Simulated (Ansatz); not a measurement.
## Several settings converged on CsH3O2 (Amm2, 6 atoms in the cell)

```yaml
crystal:
  lattice:
    - [4.27148, 0.00000, 0.00000]
    - [0.00000, 2.22366, 4.04368]
    - [0.00000, -2.22366, 4.04368]
  atoms:
    - { symbol: Cs, position: [0.00000, 0.98533, 0.98533] }
    - { symbol: H, position: [0.50000, 0.55847, 0.55847] }
    - { symbol: H, position: [0.50000, 0.07118, 0.45270] }
    - { symbol: H, position: [0.50000, 0.45270, 0.07118] }
    - { symbol: O, position: [0.50000, 0.67951, 0.67951] }
    - { symbol: O, position: [0.50000, 0.33406, 0.33406] }
```

Base method: LDA (PW92), default PAW files made with PBE (plane waves; Ansatz, a first-principles code).

Base settings: basis.ecutwfc = 420 eV; kpoints.mp_grid.grid = 6 6 6; hamiltonian.xc = lda; hamiltonian.pseudopotentials = {kind: paw} (the program's default PAW files); scf.occupations.method = fixed.

Core times come from one kind of shared machine, to one figure; runs under 30 s give none.

**Zone-centre phonons against the cutoff**

In this ladder: phonons.method = dfpt; phonons.dielectric = true; phonons.rigid_motions = translations.

The mesh stays at the base's, so the ladder's end is converged at best in this setting alone.

Frequencies are those of the unrelaxed cell, without the LO-TO term of polar crystals.

Only quantities that move along the ladder and can be compared are tabulated.

ε∞ and Born charges come from denser meshes that the program picks itself.

| basis.ecutwfc | highest zone-centre frequency (cm⁻¹) | lowest optical frequency (cm⁻¹) | largest Born charge (mean of the diagonal) (e) | core time / last (rough) |
|---|---|---|---|---|
| 210 eV | 3311.4 | 29.4 | 1.646 | 0.5 |
| 295 eV | 3410.6 | 48.7 | 1.681 | 0.5 |
| 420 eV | 3497.4 | 55.9 | 1.678 | 0.8 |
| 505 eV | 3497.2 | 55.9 | 1.678 | 1 |

Coarsest basis.ecutwfc that holds the highest zone-centre frequency within 1 cm⁻¹ of the last step, with all finer ones: 420 eV; the step before is off by 87 cm⁻¹.

Coarsest basis.ecutwfc that holds the lowest optical frequency within 2 cm⁻¹ of the last step, with all finer ones: 420 eV; the step before is off by 7.2 cm⁻¹.

Coarsest basis.ecutwfc that holds the largest Born charge (mean of the diagonal) within 0.02 e of the last step, with all finer ones: 295 eV; the step before is off by 0.033 e.

**The dielectric constant against the mesh**

In this ladder: dielectric = true; dielectric.field_mesh = kpoints.

Only quantities that move along the ladder and can be compared are tabulated.

| kpoints.mp_grid.grid | mean ε∞ |
|---|---|
| 2 3 3 | 2.639 |
| 3 4 4 | 2.671 |
| 5 5 5 | 2.677 |
| 11 13 13 | 2.678 |

Coarsest kpoints.mp_grid.grid that holds the mean ε∞ within 0.02 of the last step, with all finer ones: 3 4 4; the step before is off by 0.039.

On the base run: the starting cell comes from a database of computed structures (which also holds hypothetical and non-ambient phases and stackings), without a prior relaxation at this level. Its lattice was rescaled by up to half a per cent.

Keys are those of Ansatz 0.2.
